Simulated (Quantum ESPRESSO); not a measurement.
## Converging shifted k-point meshes: Na3BrO (P4mm, 5 atoms in the cell)

```
Na3BrO
1.0
    4.51046     0.00000     0.00000
    0.00000     4.51046     0.00000
    0.00000     0.00000     4.51046
Na Br O
3 1 1
Cartesian
  0.05000   2.25523   2.25523
  2.25523   0.00000   2.25523
  2.25523   2.25523   0.00000
  0.00000   0.00000   0.00000
  2.25523   2.25523   2.25523
```

Method of the run: PBEsol, GBRV 1.5 ultrasoft (PBESOL) pseudopotentials (plane waves; Quantum ESPRESSO).

Base settings: ecutwfc = 40 Ry; ecutrho = 200 Ry; occupations = smearing; smearing = fermi-dirac; degauss = 0.00147 Ry; K_POINTS = automatic 3 3 3 0 0 0; conv_thr = 1e-09 Ry.

Only quantities that move along the ladder and can be compared are tabulated.

The count of work is k-points × plane waves × bands × iterations; it is no time. Core times come from one kind of shared machine, to one figure; runs under 30 s give none.

The starting cell comes from a database of computed structures (which also holds hypothetical and non-ambient phases and stackings), without a prior relaxation at this level. Its lattice was rescaled by up to half a per cent. One atom was moved a little off its site on purpose.

Steps (K_POINTS): automatic 1 1 1 1 1 1; automatic 2 2 2 1 1 1; automatic 3 3 3 1 1 1; automatic 4 4 4 1 1 1; automatic 5 5 5 1 1 1; automatic 6 6 6 1 1 1; automatic 7 7 7 1 1 1; automatic 8 8 8 1 1 1; automatic 9 9 9 1 1 1; automatic 10 10 10 1 1 1; automatic 11 11 11 1 1 1; automatic 12 12 12 1 1 1; automatic 13 13 13 1 1 1; automatic 16 16 16 1 1 1.

**Question.** What is the coarsest K_POINTS that holds the pressure within 0.1 GPa of the last step, with all finer ones?

**Answer.** automatic 3 3 3 1 1 1, at 0.022 of the last step's count of work and about 0.07 of the last step's time; the step before is off by 0.31 GPa.

**Question.** What is the coarsest K_POINTS that holds the forces within 0.005 eV/Å of the last step, with all finer ones?

**Answer.** automatic 2 2 2 1 1 1, at 0.0040 of the last step's count of work; the step before is off by 0.014 eV/Å.

**Question.** What is the coarsest K_POINTS that holds the free energy within 1 meV/atom of the last step, with all finer ones?

**Answer.** automatic 4 4 4 1 1 1, at 0.021 of the last step's count of work; the step before is off by 1.1 meV/atom.

| K_POINTS | free energy less the last step's (meV/atom) | pressure (GPa) | largest difference of a force vector from the last step's (eV/Å) | count of work / last | core time / last (rough) |
|---|---|---|---|---|---|
| automatic 1 1 1 1 1 1 | -591.19 | -6.66 | 0.014 | 0.0052 | 0.07 |
| automatic 2 2 2 1 1 1 | -17.80 | 0.82 | 0.001 | 0.0040 | – |
| automatic 3 3 3 1 1 1 | -1.10 | 1.11 | 0.000 | 0.022 | 0.07 |
| automatic 4 4 4 1 1 1 | -0.11 | 1.13 | 0.000 | 0.021 | – |
| automatic 5 5 5 1 1 1 | -0.02 | 1.13 | 0.000 | 0.062 | 0.1 |
| automatic 6 6 6 1 1 1 | 0.00 | 1.13 | 0.000 | 0.062 | – |
| automatic 7 7 7 1 1 1 | 0.00 | 1.13 | 0.000 | 0.15 | 0.1 |
| automatic 8 8 8 1 1 1 | 0.00 | 1.13 | 0.000 | 0.14 | 0.1 |
| automatic 9 9 9 1 1 1 | 0.00 | 1.13 | 0.000 | 0.30 | 0.2 |
| automatic 10 10 10 1 1 1 | 0.00 | 1.13 | 0.000 | 0.28 | 0.2 |
| automatic 11 11 11 1 1 1 | 0.00 | 1.13 | 0.000 | 0.51 | 0.3 |
| automatic 12 12 12 1 1 1 | 0.00 | 1.13 | 0.000 | 0.54 | 0.3 |
| automatic 13 13 13 1 1 1 | 0.00 | 1.13 | 0.000 | 0.73 | 0.4 |
| automatic 16 16 16 1 1 1 | 0.00 | 1.13 | 0.000 | 1.0 | 1 |
